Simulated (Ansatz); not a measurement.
## What pressure 0.7 GPa does to Te

Start from Te (space group P3_121, No. 152; a = 4.624 Å, c = 5.903 Å; made of chains).

Now apply this change: a hydrostatic pressure of 0.7 GPa.

Calculations: r2SCAN/PAW in Ansatz (a program for electronic structure), without spin-orbit coupling. k-mesh 8×8×6 (Γ-centred); smearing 0.05 eV (Fermi–Dirac).

| quantity | base | changed | shift |
|---|---|---|---|
| volume per atom | 36.44 Å³ | 34.84 Å³ | -1.60 Å³ |
| lattice parameter a | 4.624 Å | 4.512 Å | -0.112 Å |
| c/a ratio | 1.277 | 1.314 | +0.037 |
| shortest interatomic distance | 2.827 Å | 2.839 Å | +0.0127 Å |
| enthalpy H = E + PV relative to the base's energy | – | +0.16 eV/atom | – |
| band gap | 0.55 eV | 0.40 eV | -0.142 eV |
| smallest direct gap | 0.60 eV | 0.43 eV | -0.17 eV |
| width of the top valence band | 2.25 eV | 2.59 eV | +0.34 eV |
| electron mass | 0.089 mₑ along c, 0.11 mₑ across (at H) | 0.078 mₑ (at H) | – |

With Te present, leaving out spin-orbit coupling can change the band edges. Load acts through the strain it causes; cell and atoms are relaxed under it. Effective masses come from finite differences of ±0.01 Å⁻¹. Whether these cells are dynamically stable was not tested. No dispersion term is included, though the crystal is made of layers, chains or molecules, so its spacings can come out too wide.
